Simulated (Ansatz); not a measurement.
Cost and result by functional for the surface energy of the (10-11) surface of hcp Hf in its 1x1 cell, outermost plane spacing 0.41 Å in the ideal cut, in Ansatz (plane waves, PAW). Single points on the PBE structure, on one kind of machine; costs are rough ratios of the slab run's core time (references not counted) to the cheapest single point. r2SCAN's cost holds its higher cutoff (500 against 420 eV). Differences are taken against r2SCAN for comparison alone: no measured value is at hand, so the table doesn't rank accuracy.

Set-up: 10 atoms, 10.1 Å thick at the start (thin: gaps and levels are the slab's own); mesh 12x7x1; 0.1 eV smearing; dipole correction on; all atoms relaxed; held to the part of the start's symmetry that mesh and held atoms allow; no spin, no spin-orbit, no U. These notes are the PBE run's.

```
functional                     relative cost  surface energy (J/m²)  less r2SCAN (J/m²)
-----------------------------  -------------  ---------------------  ------------------
PBEsol                                     1                   1.93               -0.03
RPBE                                       1                   1.66               -0.30
LDA                                        1                   1.98                0.02
r2SCAN                                     3                   1.96                0.00
PBE (the relaxed run's value)              –                   1.77               -0.19
```

The values span 0.32 J/m², while the single points' costs differ by a factor of roughly 3. Differences are of unrounded values.

Ansatz is a first-principles code.
